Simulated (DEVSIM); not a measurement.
Structure: abrupt Si n-p junction, at 300 K.

```
layer (left to right)  material  thickness (μm)  Nd (cm⁻³)  Na (cm⁻³)   τn (s)   τp (s)
---------------------  --------  --------------  ---------  ---------  -------  -------
1                            Si            4.90     4.4e17          -  0.00071  0.00071
2                            Si            96.0          -     3.4e16  0.00071  0.00071
```

Left contact: ohmic. Right contact: ohmic. Voltage is applied to the left contact. Recombination: SRH at mid-gap. Mobility is μmin + (μ − μmin)/(1 + (N/Nref)^α).

Constants are typed, rounded textbook-type inputs, not results; the design itself was drawn at random and stands for no fabricated device. Values at 300 K.

```csv
parameter,Si
gap (eV),1.124
affinity (eV),4.05
permittivity,11.7
Nc (cm⁻³),2.86e19
Nv (cm⁻³),3.1e19
μn (cm²/Vs),1417
μp (cm²/Vs),470
"μn,min",52
"μp,min",45
"Nref,n",9.7e16
"Nref,p",2.2e17
αn,0.68
αp,0.72
```

DEVSIM, 1D drift-diffusion, Boltzmann statistics, complete ionisation; no tunnelling, impact ionisation, image-force lowering or self-heating.

The thickness of layer 2 was swept, all else fixed.

```csv
thickness of layer 2 (μm),dark forward voltage at 1 A/cm² (V),dark forward voltage at 100 A/cm² (V)
19,0.662,0.796
34,0.676,0.820
58,…,…
96,0.699,0.882
160,0.710,0.933
290,0.723,1.024
480,0.734,1.143
```

Some entries are withheld; supply them.


- 58, dark forward voltage at 1 A/cm² (V): 0.688
- 58, dark forward voltage at 100 A/cm² (V): 0.846
